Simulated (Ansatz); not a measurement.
## Effect of uniaxial strain ε_xx = +1.20 % on MgTe

Base system: MgTe in the wurtzite structure (space group P6_3mc, No. 186; a = 4.509 Å, c = 7.338 Å). Axes: x lies along a and z along c of the hexagonal cell.

The change: uniaxial strain ε_xx = +1.20 %, all other strain components held at zero; the atoms relax in the strained cell.

Calculations: Kohn–Sham DFT with the LDA functional, run in Ansatz (a program for electronic structure) with PAW and 420 eV plane waves, no SOC. Γ-centred 9×9×5 mesh, Fermi–Dirac width 0.05 eV.

The volume per atom grows by 0.39 Å³, from 32.30 Å³ to 32.69 Å³ and the space group goes from P6_3mc (No. 186) to Cmc2_1 (No. 36). The shortest interatomic distance goes up by 0.009 Å to 2.766 Å and the energy goes up by 0.8 meV/atom. The pressure (mean of the normal stresses, compression positive) goes from zero to -0.45 GPa and the band gap falls by 0.08 eV (2.43 eV → 2.35 eV) (an upper bound: an edge found on the path is not a true extremum; the base alone). The largest internal atomic displacement amounts to 0.015 Å and the stress (xx, yy, zz, yz, xz, xy; compression positive) comes out as (-0.65, -0.38, -0.32, 0.00, 0.00, 0.00) GPa.

Final structure:

```
MgTe
1.0
    4.56301     0.00000     0.00000
   -2.28150     3.90482     0.00000
    0.00000     0.00000     7.33770
Mg Te
2 2
Direct
  0.33354   0.66707   0.99916
  0.66646   0.33293   0.49916
  0.33146   0.66291   0.37684
  0.66854   0.33709   0.87684
```

With Te present, leaving out spin-orbit coupling can change the band edges. Whether these cells are dynamically stable was not tested.
